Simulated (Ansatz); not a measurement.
A self-consistent single point of CaSiAu (P3m1, 3 atoms in the cell) with Ansatz (a first-principles code).

Method: LDA (PW92), default PAW files made with PBE (plane waves; Ansatz).

The change in words: lattice scaled by 0.98; basis.ecutwfc: 420 eV → 505 eV. Reference geometry:
```xyz
3
Lattice="4.3060 0.0000 0.0000 -2.1530 3.7291 0.0000 0.0000 0.0000 3.9228" Properties=species:S:1:pos:R:3 pbc="T T T"
Ca     0.0000     0.0000     0.0500
Si     2.1530     1.2430     1.9614
Au     0.0000     2.4860     1.9614
```

Reference input (self-consistent single point, DFT, LDA (PW92), plane waves, default PAW files made with PBE): basis.ecutwfc = 420 eV; kpoints.mp_grid.grid = 9 9 9; hamiltonian.xc = lda; hamiltonian.pseudopotentials = {kind: paw} (the program's default PAW files); scf.occupations.method = fermi_dirac; scf.occupations.width = 0.1 eV. This run's input differs from it in these lines:

Ansatz 0.2 input:
```diff
@@ -3,11 +3,11 @@
   lattice:
-    - [4.305952, 0.000000, 0.000000]
-    - [-2.152976, 3.729064, 0.000000]
-    - [0.000000, 0.000000, 3.922788]
+    - [4.219833, 0.000000, 0.000000]
+    - [-2.109916, 3.654483, 0.000000]
+    - [0.000000, 0.000000, 3.844332]
   atoms:
-    - { symbol: Ca, position_ang: [0.000000, 0.000000, 0.050000] }
-    - { symbol: Si, position_ang: [2.152978, 1.243020, 1.961394] }
-    - { symbol: Au, position_ang: [-0.000002, 2.486044, 1.961394] }
+    - { symbol: Ca, position_ang: [0.000000, 0.000000, 0.049000] }
+    - { symbol: Si, position_ang: [2.109919, 1.218160, 1.922166] }
+    - { symbol: Au, position_ang: [-0.000002, 2.436323, 1.922166] }
 basis:
-  ecutwfc: 420.0 eV
+  ecutwfc: 505.0 eV
 kpoints:
```

Log, with long lists cut:

```
SCF iter   1: F=—  HF=-15248.411831 eV  |F-HF|=—  |Δ(HF+E_count)|=         —  Δρ=5.29e-3  dr2=9.23e-3  ethr=1.77e-3  ⟨swp⟩=6.5  Hψ=9786  notcnv=0
all-band conjugate gradients solve this SCF's bands
preconditioner: auto → Kerker (q_TF=auto, 2.474 Å⁻¹)
SCF iter   2: F=—  HF=-15248.410911 eV  |F-HF|=—  |Δ(HF+E_count)|=   9.19e-4  Δρ=3.06e-3  dr2=3.98e-3  ethr=2.80e-5  ⟨swp⟩=1.6  Hψ=2709  notcnv=0
SCF iter   3: F=—  HF=-15248.410305 eV  |F-HF|=—  |Δ(HF+E_count)|=   6.07e-4  Δρ=9.18e-4  dr2=5.98e-4  ethr=1.21e-5  ⟨swp⟩=2.5  Hψ=2989  notcnv=0
SCF iter   4: F=—  HF=-15248.410191 eV  |F-HF|=—  |Δ(HF+E_count)|=   1.14e-4  Δρ=2.62e-4  dr2=3.97e-5  ethr=1.81e-6  ⟨swp⟩=2.6  Hψ=3103  notcnv=0
SCF iter   5: F=—  HF=-15248.410188 eV  |F-HF|=—  |Δ(HF+E_count)|=   2.96e-6  Δρ=7.78e-5  dr2=5.47e-6  ethr=1.20e-7  ⟨swp⟩=1.0  Hψ=1850  notcnv=0
SCF iter   6: F=—  HF=-15248.410187 eV  |F-HF|=—  |Δ(HF+E_count)|=   7.81e-7  Δρ=2.66e-5  dr2=6.34e-7  ethr=1.66e-8  ⟨swp⟩=2.6  Hψ=2696  notcnv=0
SCF iter   7: F=-15248.410187 eV  HF=-15248.410187 eV  |F-HF|=3.73e-8  |Δ(HF+E_count)|=   1.44e-7  Δρ=7.64e-6  dr2=4.98e-8  ethr=3.03e-10  ⟨swp⟩=6.0  Hψ=8326  notcnv=0
SCF 1 converged in 7 iterations: F = -15248.410187 eV  dr2 = 4.98e-8
Free energy (F): -15248.410187 eV
Internal energy: -15248.360577 eV  (E = F + TS)
E sigma→0 (E₀):  -15248.385382 eV
Entropy (-TS):   -0.049610 eV (-16.537 meV/atom)
Fermi energy:    11.852222 eV
--- Forces (eV/Å), atoms counted from 1 ---
  atom   1  Ca     0.00000000     0.00000000    -0.22453047
  atom   2  Si     0.00000000     0.00000000     0.10882559
  atom   3  Au     0.00000000    -0.00000000     0.11568707
--- Stress (GPa, compression-positive) ---
        2.390382      -0.000000       0.000000
       -0.000000       2.390382      -0.000000
        0.000000      -0.000000       0.667696
  P = ⅓ Tr σ = 1.8162 GPa (18.162 kbar)
  The stress holds the Pulay correction. Without it, at fixed plane waves, as pw.x and ABINIT print it: P = 1.8096 GPa
```

The run converged in 7 iterations. Against the reference run the free energy goes down by 7.8 meV/atom, the pressure goes from -3.42 to 1.82 GPa and the largest force goes from 0.174 to 0.225 eV/Å.

The starting cell comes from a database of computed structures (which also holds hypothetical and non-ambient phases and stackings), without a prior relaxation at this level. Its lattice was rescaled by up to half a per cent. One atom was moved a little off its site on purpose. For this run, on top of that: lattice scaled by 0.98. Ansatz's pressure includes its estimate of the finite-basis (Pulay) stress.
